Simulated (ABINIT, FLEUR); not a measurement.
A FLEUR input for a self-consistent single point of Mg3Zn (P-6m2, 4 atoms in the cell) (DFT, PBEsol, all-electron FLAPW (FLEUR), scalar-relativistic valence):

Input of the input generator:

```
scf Mg3Zn
&input film=f /
3.1013500658 -0.0000000153 0.0000000000
-1.5506750197 2.6858479506 0.0000000000
0.0000000000 0.0000000000 9.6936000000
1.8897261246
1.0 1.0 1.0

4
12 0.0000001667 -0.0000001667 0.0000000000
12 0.6666668333 0.3333331667 0.7309100000
12 0.6666668333 0.3333331667 0.2690900000
30 0.0000001667 -0.0000001667 0.5000000000

&comp jspins=1 /
&exco xctyp='PBEs' /
&kpt div1=8 div2=8 div3=3 gamma=t /
&end /
```

```xml
<?xml version="1.0" encoding="UTF-8" standalone="no"?>
<fleurInput fleurInputVersion="0.39">
   <comment>
      scf Mg3Zn                                                                                           
   </comment>
   <calculationSetup>
      <cutoffs Kmax="4.0" Gmax="14.0" GmaxXC="14.0" numbands="0"/>
      <scfLoop itmax="80" minDistance="0.00001" maxIterBroyd="15" imix="Anderson" alpha="0.05" precondParam="0.0" spinf="2.0"/>
      <coreElectrons ctail="T" frcor="F" kcrel="0" coretail_lmax="0"/>
      <xcFunctional name="PBEs" relativisticCorrections="F"/>
      <magnetism jspins="1"/>
      <soc l_soc="F" theta="0.0" phi="0.0" spav="F"/>
      <expertModes spex="0" secvar="F"/>
      <geometryOptimization l_f="T" forcealpha="1.0" forcemix="BFGS" epsdisp="0.00001" epsforce="0.00001"/>
      <ldaU l_linMix="F" mixParam="0.05" spinf="1.0"/>
   </calculationSetup>
   <cell>
      <bzIntegration valenceElectrons="42.0" mode="gauss" fermiSmearingEnergy="0.00367493">
         <kPointListSelection listName="default-1"/>
         <!-- k-points included here -->
         <xi:include xmlns:xi="http://www.w3.org/2001/XInclude" href="kpts.xml"> </xi:include>
      </bzIntegration>
      <!-- symmetry operations included here -->
      <xi:include xmlns:xi="http://www.w3.org/2001/XInclude" href="sym.xml"> </xi:include>
      <bulkLattice scale="1.0">
         <bravaisMatrix>
            <row-1>    5.8607022408721887    -0.0000000289128097     0.0000000000000000</row-1>
            <row-2>   -2.9303510954917096     5.0755170389521895     0.0000000000000000</row-2>
            <row-3>    0.0000000000000000     0.0000000000000000    18.3182491614225604</row-3>
         </bravaisMatrix>
      </bulkLattice>
   </cell>
   <atomSpecies>
      <species name="Magnesium (Mg)" element="Mg" atomicNumber="12">
         <mtSphere radius="1.99" gridPoints="687" logIncrement="0.016"/>
         <atomicCutoffs lmax="8" lnonsphr="6"/>
         <electronConfig flipSpins="F">
            <coreConfig>(1s1/2)</coreConfig>
            <valenceConfig>(2s1/2) (2p1/2) (2p3/2) (3s1/2)</valenceConfig>
         </electronConfig>
         <energyParameters s="3" p="3" d="3" f="4"/>
         <lo type="SCLO" l="0" n="2" eDeriv="0"/>
         <lo type="SCLO" l="1" n="2" eDeriv="0"/>
      </species>
      <species name="Zinc (Zn)" element="Zn" atomicNumber="30">
         <mtSphere radius="2.68" gridPoints="925" logIncrement="0.014"/>
         <atomicCutoffs lmax="10" lnonsphr="8"/>
         <electronConfig flipSpins="F">
            <coreConfig>(1s1/2) (2s1/2) (2p1/2) (2p3/2) (3s1/2) (3p1/2) (3p3/2)</coreConfig>
            <valenceConfig>(4s1/2) (3d3/2) (3d5/2)</valenceConfig>
         </electronConfig>
         <energyParameters s="4" p="4" d="3" f="4"/>
         <lo type="HELO" l="2" n="4" eDeriv="0"/>
      </species>
   </atomSpecies>
   <atomGroups>
      <atomGroup species="Magnesium (Mg)">
         <relPos label="                   1">.0000000000 .0000000000 .0000000000</relPos>
         <force calculate="T" relaxXYZ="TTT"/>
      </atomGroup>
      <atomGroup species="Magnesium (Mg)">
         <relPos label="                   2">-1.000/3.000 1.000/3.000 -.2690900000</relPos>
         <relPos label="                   3">-1.000/3.000 1.000/3.000 .2690900000</relPos>
         <force calculate="T" relaxXYZ="TTT"/>
      </atomGroup>
      <atomGroup species="Zinc (Zn)">
         <relPos label="                   4">.0000000000 .0000000000 1.000/2.000</relPos>
         <force calculate="T" relaxXYZ="TTT"/>
      </atomGroup>
   </atomGroups>
   <output dos="F" band="F" slice="F">
      <checks vchk="F" cdinf="F"/>
      <bandDOS minEnergy="-.5*Htr" maxEnergy="0.5*Htr" sigma="0.015" storeEVData="T"/>
      <vacuumDOS vacdos="F" integ="F" star="F" nstars="0" locx1="0.0" locy1="0.0" locx2="0.0" locy2="0.0" nstm="0" tworkf="0.0"/>
      <unfoldingBand unfoldBand="F" supercellX="1" supercellY="1" supercellZ="1"/>
      <plotting iplot="0" polar="F">
         <plot TwoD="T" vec1="  1.0  0.0  0.0" vec2="  0.0  1.0  0.0" vec3="  0.0  0.0  1.0" zero="  0.0  0.0  0.0" file="plot"/>
      </plotting>
      <chargeDensitySlicing numkpt="0" minEigenval="0.0" maxEigenval="0.0" nnne="0" pallst="F"/>
      <specialOutput eonly="F"/>
      <magneticCircularDichroism mcd="F" energyLo="-10.0" energyUp="0.0"/>
   </output>
  <!-- We include the file relax.xml here to enable relaxations (see documentation) -->
  <xi:include xmlns:xi="http://www.w3.org/2001/XInclude" href="relax.xml"> <xi:fallback/> </xi:include>
</fleurInput>
```

Q: Write the same calculation as an input for ABINIT.

A: This is the input that was run; spellings and numerical settings could be chosen otherwise.

```
# Mg3Zn, JTH v2.0 PBE PAW
pp_dirpath "./"
pseudos "Mg.GGA_PBE-JTH.xml, Zn.GGA_PBE-JTH.xml"
acell 3*1.0 Angstrom
rprim
         3.1013500658   -0.0000000153    0.0000000000
        -1.5506750197    2.6858479506    0.0000000000
         0.0000000000    0.0000000000    9.6936000000
natom 4
ntypat 2
znucl 12 30
typat 1 1 1 2
xred
         0.0000000000    0.0000000000    0.0000000000
         0.6666666667    0.3333333333    0.7309100000
         0.6666666667    0.3333333333    0.2690900000
         0.0000000000    0.0000000000    0.5000000000
ecut 60 Ry
pawecutdg 120 Ry
pawxcdev 0
ixc -116133
occopt 7
tsmear 0.1 eV
nband 28
kptopt 1
ngkpt 8 8 3
nshiftk 1
shiftk 0 0 0
nstep 80
toldfe 1.0e-09
prtwf 0
prtden 0
```

Basis settings and potentials, where a program has them, do not carry over. This input uses DFT, PBEsol, plane waves, PAW (JTH v2.0 PBE PAW, files made for PBE). Both were run: largest force 0.015 eV/Å in FLEUR and 0.019 in ABINIT.

On ABINIT: the starting cell comes from a database of computed structures (which also holds hypothetical and non-ambient phases and stackings), without a prior relaxation at this level. The potentials were made for another functional than the one used.

On FLEUR: the starting cell comes from a database of computed structures (which also holds hypothetical and non-ambient phases and stackings), without a prior relaxation at this level. Values depend on the basis (sphere radii, cutoffs, local orbitals), which need not be converged.
